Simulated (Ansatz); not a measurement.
Take InSb in the zinc blende structure (space group F-43m, No. 216; a = 6.5573 Å) as the base.

Level of theory: r2SCAN in Ansatz (plane waves to 500 eV, PAW, without spin-orbit coupling), earlier PAW set.

Before the change:

| Property | Result |
|---|---|
| Band gap | zero |
| Pressure | 0.0 GPa |

Perturbation: every lattice vector is stretched by 2.45 %; the atoms relax in the strained cell.

Q: What does the calculation give for the energy relative to the base after the change?

A: The energy rises by 23 meV/atom.

Q: How does this affect the band gap?

A: The band gap is still zero.

Q: Predict the new pressure.

A: The pressure goes from zero to -2.6 GPa.

Spin-orbit coupling, missing from the scalar runs, can matter with Sb. Whether these cells are dynamically stable was not tested. The final runs are not spin-polarised. Gaps under 0.05 eV, about the width of the smearing, are given as zero. The zero or small gap of InSb can change with the level of theory.

Ansatz is an electronic-structure program.
